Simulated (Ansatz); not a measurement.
Consider HfSi2 (space group Cmcm, No. 63; a = 3.6503 Å, b = 14.3497 Å, c = 3.6352 Å). Axes: x, y, z lie along a, b, c of the conventional cell.

The values are results of PBEsol in Ansatz (plane waves to 420 eV, PAW, without spin-orbit coupling), not measurements.

Before the change:

| Item | Result |
|---|---|
| Pressure | 0.0 GPa |
| Shortest interatomic distance | 4.558 bohr |

Modification: compressive biaxial strain of 3.18 % in the plane normal to [001], as in epitaxy on a mismatched substrate; the out-of-plane cell vector and the atoms relax.

### Question
What does the calculation give for the pressure after the change?

### Answer
The pressure (mean of the normal stresses, compression positive) goes from zero to 5.9 GPa.

### Question
Predict the new energy relative to the base.

### Answer
The energy increases by 27 meV/atom.

### Question
What happens to the shortest interatomic distance?

### Answer
The shortest interatomic distance grows by 0.0248 bohr, from 4.558 bohr to 4.582 bohr.

Without a gap, meshes like the base's 13×13×13 leave anisotropic stresses uncertain by several tenths of a GPa, and small strain energies with them. Stability against distortions was not tested. The final runs are not spin-polarised.

Ansatz is a first-principles code.
